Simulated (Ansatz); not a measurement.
K2MoO4 (C2/m, No. 12, 14 atoms in the cell; start COD 1527397) was calculated with LDA (Ansatz, an electronic-structure program, PAW).

Numerical settings: plane-wave cutoff 520 eV, 6×6×6 k mesh, Fermi–Dirac smearing 0.01 eV, no spin polarisation, scalar-relativistic PAW data made under PBE.

Cell (relaxed at this level):

K₂MoO₄ has the monoclinic space group C2/m (No. 12), Pearson symbol mS28. Cell: a = 12.021 Å, b = 5.869 Å, c = 7.307 Å, α = γ = 90.00°, β = 115.27°. Mo on 4i is surrounded by 4 O at 1.759–1.767 Å (tetrahedral). K1 on 4i is surrounded by 4 O at 2.580–2.683 Å and 2 O at 2.826 Å and 2 O at 3.104 Å. K2 on 4i has 6 O at 2.605–2.806 Å and 2 O at 3.089 Å. O1 on 4i sees 1 Mo at 1.767 Å and 1 K at 2.605 Å and 1 K at 2.747 Å and 2 K at 3.104 Å. O2 on 4i is coordinated by 1 Mo at 1.764 Å and 2 K at 2.580–2.648 Å and 2 K at 3.089 Å. O3 on 8j is surrounded by 1 Mo at 1.759 Å and 4 K at 2.663–2.826 Å. (Neighbours: up to the widest gap in distance over summed covalent radii, below 1.35, at either atom; cation-cation and far metal-metal contacts left out.)
(The calculation used a cell of 14 atoms; values per cell refer to that cell.)

Task: What does this level give for the band gap, smallest direct gap on the k points sampled and Γ–Γ gap?

Result: 
* **band gap**: 4.33 eV
* **smallest direct gap on the k points sampled**: 4.49 eV
* **Γ–Γ gap**: 4.63 eV

Spin–orbit coupling is not included.
